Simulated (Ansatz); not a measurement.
Electronic density of states of amorphous Li87P30O105N9, density 2.21 g/cm³, on a 2×2×2 Γ-centred mesh with a Gaussian width of 0.1 eV; energies count from the Fermi level, whose place inside the gap is arbitrary. Cell and mesh are small, so fine structure isn't converged. These are PBE, scalar-relativistic without spin-orbit coupling (plane waves to 420 eV, PAW; Ansatz, a program for electronic structure) values and carry that method's errors. Sampling: a 2×2×2 Γ-centred mesh; Fermi-Dirac width 0.02 eV; no spin polarisation. At PBE the levels at the filled edge of the gap are localised (band-tail or defect states), and the nearest spread-out levels lie 4.0 eV apart at the zone centre.

A CHGNet melt-quench gave the starting glass, which DFT then relaxed. O and N atoms were pushed apart under 1.9 Å during the dynamics, to hinder bonds among them. The hot cell started wider than the set density and was brought back towards it in steps. It is the lowest in DFT energy of 8 quenches. It is a model cell: composition and starting density were chosen by hand, and all elements were melted together. No dispersion term was used. Its density started from a set value of 2.29 and ended at 2.21 g/cm³. The simulated quench (nominally 320 K/ps over its main leg) is rapid and tends to freeze in more defects than a deposited or slowly cooled glass has. Values belong to this one cell and scatter from quench to quench. Volume and shape were free in the relaxation.

(E - EF (eV), states/(eV atom)): (-12.00, 0.03); (-11.90, 0.00); (-11.80, 0.02); (-11.70, 0.04); (-11.60, 0.02); (-11.50, 0.00); (-11.40, 0.00); (-11.30, 0.00); (-11.20, 0.00); (-11.10, 0.00); (-11.00, 0.00); (-10.90, 0.01); (-10.80, 0.06); (-10.70, 0.08); (-10.60, 0.05); (-10.50, 0.05); (-10.40, 0.09); (-10.30, 0.19); (-10.20, 0.24); (-10.10, 0.16); (-10.00, 0.12); (-9.90, 0.14); (-9.80, 0.12); (-9.70, 0.12); (-9.60, 0.09); (-9.50, 0.09); (-9.40, 0.12); (-9.30, 0.18); (-9.20, 0.22); (-9.10, 0.17); (-9.00, 0.15); (-8.90, 0.21); (-8.80, 0.24); (-8.70, 0.20); (-8.60, 0.22); (-8.50, 0.28); (-8.40, 0.22); (-8.30, 0.22); (-8.20, 0.34); (-8.10, 0.40); (-8.00, 0.46); (-7.90, 0.47); (-7.80, 0.45); (-7.70, 0.47); (-7.60, 0.46); (-7.50, 0.43); (-7.40, 0.39); (-7.30, 0.33); (-7.20, 0.21); (-7.10, 0.14); (-7.00, 0.11); (-6.90, 0.12); (-6.80, 0.20); (-6.70, 0.25); (-6.60, 0.27); (-6.50, 0.31); (-6.40, 0.33); (-6.30, 0.34); (-6.20, 0.42); (-6.10, 0.52); (-6.00, 0.56); (-5.90, 0.55); (-5.80, 0.54); (-5.70, 0.54); (-5.60, 0.56); (-5.50, 0.56); (-5.40, 0.55); (-5.30, 0.56); (-5.20, 0.58); (-5.10, 0.54); (-5.00, 0.57); (-4.90, 0.59); (-4.80, 0.55); (-4.70, 0.56); (-4.60, 0.57); (-4.50, 0.51); (-4.40, 0.47); (-4.30, 0.44); (-4.20, 0.50); (-4.10, 0.55); (-4.00, 0.58); (-3.90, 0.59); (-3.80, 0.53); (-3.70, 0.52); (-3.60, 0.43); (-3.50, 0.28); (-3.40, 0.23); (-3.30, 0.30); (-3.20, 0.27); (-3.10, 0.19); (-3.00, 0.24); (-2.90, 0.28); (-2.80, 0.29); (-2.70, 0.32); (-2.60, 0.26); (-2.50, 0.19); (-2.40, 0.22); (-2.30, 0.21); (-2.20, 0.16); (-2.10, 0.11); (-2.00, 0.05); (-1.90, 0.06); (-1.80, 0.08); (-1.70, 0.02); (-1.60, 0.00); (-1.50, 0.00); (-1.40, 0.00); (-1.30, 0.00); (-1.20, 0.00); (-1.10, 0.00); (-1.00, 0.00); (-0.90, 0.00); (-0.80, 0.00); (-0.70, 0.00); (-0.60, 0.00); (-0.50, 0.00); (-0.40, 0.00); (-0.30, 0.00); (-0.20, 0.00); (-0.10, 0.00); (0.00, 0.00); (0.10, 0.00); (0.20, 0.00); (0.30, 0.00); (0.40, 0.00); (0.50, 0.00); (0.60, 0.00); (0.70, 0.00); (0.80, 0.00); (0.90, 0.00); (1.00, 0.00); (1.10, 0.00); (1.20, 0.00); (1.30, 0.00); (1.40, 0.00); (1.50, 0.00); (1.60, 0.00); (1.70, 0.00); (1.80, 0.01); (1.90, 0.01); (2.00, 0.02); (2.10, 0.03); (2.20, 0.04); (2.30, 0.05); (2.40, 0.05); (2.50, 0.04); (2.60, 0.04); (2.70, 0.06); (2.80, 0.10); (2.90, 0.11); (3.00, 0.12); (3.10, 0.12); (3.20, 0.12); (3.30, 0.13); (3.40, 0.15); (3.50, 0.18); (3.60, 0.21); (3.70, 0.22); (3.80, 0.23); (3.90, 0.24); (4.00, 0.23); (4.10, 0.24); (4.20, 0.29); (4.30, 0.33); (4.40, 0.33); (4.50, 0.32); (4.60, 0.31); (4.70, 0.31); (4.80, 0.32); (4.90, 0.33); (5.00, 0.33); (5.10, 0.32)

The level gap on this mesh is 3.55 eV; the broadening fills part of it in the curve.
